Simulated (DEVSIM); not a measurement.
System: abrupt Si p-n junction, at 300 K.

Layer 1 from the left is Si, thickness (μm) 0.490, Na (cm⁻³) 1.6e15, τn (s) 9.5e-6, τp (s) 9.5e-6. Layer 2 from the left is Si, thickness (μm) 90.0, Nd (cm⁻³) 1.1e14, τn (s) 9.5e-6, τp (s) 9.5e-6.

Left contact: ohmic. Right contact: ohmic. Voltage is applied to the left contact. Recombination: SRH at mid-gap, radiative. Mobility is μmin + (μ − μmin)/(1 + (N/Nref)^α).

This is a model device: material constants are rounded textbook-type values typed into the input, and sizes, dopings and lifetimes were drawn at random. Values at 300 K.

Si: gap (eV) 1.124, affinity (eV) 4.05, permittivity 11.7, Nc (cm⁻³) 2.86e19, Nv (cm⁻³) 3.1e19, μn (cm²/Vs) 1417, μp (cm²/Vs) 470, μn,min 52, μp,min 45, Nref,n 9.7e16, Nref,p 2.2e17, αn 0.68, αp 0.72, B (cm³/s) 4.7e-15.

**Question.** Estimate by hand the built-in potential, the peak field at zero bias, the capacitance at -1.5 V, and compare with a numerical solution.

**Answer.** 
- Built-in potential: ni = √(Nc Nv) exp(−Eg/2kT) = 1.08e10 cm⁻³ with Eg = 1.124 eV; Vbi = kT/q ln(Na Nd/ni²) = 0.546 V; numerical 0.546 V.
- Peak field at zero bias: depletion approximation: W = √(2εVbi/(qN)) = 2.62 μm with N = 1.03e14 cm⁻³; field = 2Vbi/W = 4170 V/cm; numerical 4140 V/cm (estimate above by 0.77 %).
- Capacitance at -1.5 V: C = √(qεN / 2(Vbi + |V|)) = 2.04 nF/cm²; numerical 2.07 nF/cm² (estimate below by 1.4 %).

Model (solved in DEVSIM): 1D drift-diffusion, Boltzmann statistics, complete ionisation; no tunnelling, impact ionisation, image-force lowering or self-heating.
